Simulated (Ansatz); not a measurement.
# Several settings converged on LaTl₃ (P4mm, 4 atoms in the cell)

```
LaTl3
1.0
    4.83763     0.00000     0.00000
    0.00000     4.83763     0.00000
    0.00000     0.00000     4.83763
La Tl
1 3
Direct
  0.00000   0.00000   0.01034
  0.00000   0.50000   0.50000
  0.50000   0.00000   0.50000
  0.50000   0.50000   0.00000
```

Base method: PBEsol, default PAW files made with PBE (plane waves; Ansatz, an electronic-structure program).

Base settings: basis.ecutwfc = 30.9 Ry; kpoints.mp_grid.grid = 7 7 7; hamiltonian.xc = pbesol; hamiltonian.pseudopotentials = {kind: paw} (the program's default PAW files); scf.occupations.method = fermi_dirac; scf.occupations.width = 0.0073 Ry.

The count of work is k-points × plane waves × bands × iterations; it is no time. Core times come from one kind of shared machine, to one figure; runs under 30 s give none.

**The k-point mesh at a smearing width of 0.05 eV**

In this ladder: scf.occupations.width = 0.0037 Ry.

The second cell is the first with its lattice scaled by 0.98.

Only quantities that move along the ladder and can be compared are tabulated.

```csv
kpoints.mp_grid.grid,free energy less the last step's (meV/atom),energy of the compressed cell less the first (meV/atom),pressure (GPa),largest difference of a force vector from the last step's (eV/Å),count of work / last,core time / last (rough)
3 3 3,32.29,4.35,-1.16,0.034,0.015,–
4 4 4,-22.73,4.23,-1.19,0.015,0.044,–
5 5 5,-11.45,3.94,-1.22,0.009,0.044,–
6 6 6,-14.63,3.02,-1.30,0.007,0.099,–
8 8 8,-0.53,2.28,-1.35,0.007,0.19,–
9 9 9,-0.47,2.59,-1.33,0.003,0.19,–
11 11 11,1.04,2.36,-1.34,0.005,0.31,0.3
13 13 13,0.13,2.65,-1.32,0.001,0.48,0.6
16 16 16,0.00,2.66,-1.32,0.000,1.0,1
```

Coarsest kpoints.mp_grid.grid that holds the energy of the compressed cell less the first within 0.5 meV/atom of the last step, with all finer ones: 6 6 6, at 0.099 of the last step's count of work; the step before is off by 1.3 meV/atom.

Coarsest kpoints.mp_grid.grid that holds the forces within 0.02 eV/Å of the last step, with all finer ones: 4 4 4, at 0.044 of the last step's count of work; the step before is off by 0.034 eV/Å.

Coarsest kpoints.mp_grid.grid that holds the pressure within 0.05 GPa of the last step, with all finer ones: 6 6 6, at 0.099 of the last step's count of work; the step before is off by 0.10 GPa.

The energy difference between the two cells stays within 1 meV/atom of the last step's from 6 6 6 on, the total only from 13 13 13 on: much of the error is common to both cells and cancels.

Two neighbours can agree and both be off: 3 3 3 and 4 4 4 differ by 0.11 meV/atom in the energy of the compressed cell less the first, yet lie about 1.6 meV/atom from the last step.

**The width of Gaussian smearing**

In this ladder: kpoints.mp_grid.grid = 12 12 12; scf.occupations.method = gaussian.

Narrow widths need finer meshes than wide ones, so the last steps can hold mesh noise.

Only quantities that move along the ladder and can be compared are tabulated; pressure and forces are left out, as mesh noise rules them at narrow widths.

```tsv
scf.occupations.width	free energy less the last step's (meV/atom)	energy extrapolated to zero width less the last step's (meV/atom)
0.0735 Ry	-156.25	8.18
0.0367 Ry	-37.30	-0.15
0.022 Ry	-13.48	-0.59
0.0147 Ry	-6.02	-0.24
0.0073 Ry	-1.18	0.03
0.0037 Ry	0.00	0.00
```

Widest scf.occupations.width that holds the free energy within 5 meV/atom of the last step, with all finer ones: 0.0073 Ry; the step before is off by 6.0 meV/atom.

Widest scf.occupations.width that holds the energy extrapolated to zero width within 0.5 meV/atom of the last step, with all finer ones: 0.0147 Ry; the step before is off by 0.59 meV/atom.

The extrapolation to zero width removes most of the smearing's effect on the energy.

On the base run: the starting cell comes from a database of computed structures (which also holds hypothetical and non-ambient phases and stackings), without a prior relaxation at this level. Its lattice was rescaled by up to half a per cent. One atom was moved a little off its site on purpose. Ansatz's pressure includes its estimate of the finite-basis (Pulay) stress.

Left out of this page: 2 runs of the series outside the window shown, repeating another row's setting, or not comparable.

Keys are those of Ansatz 0.2.
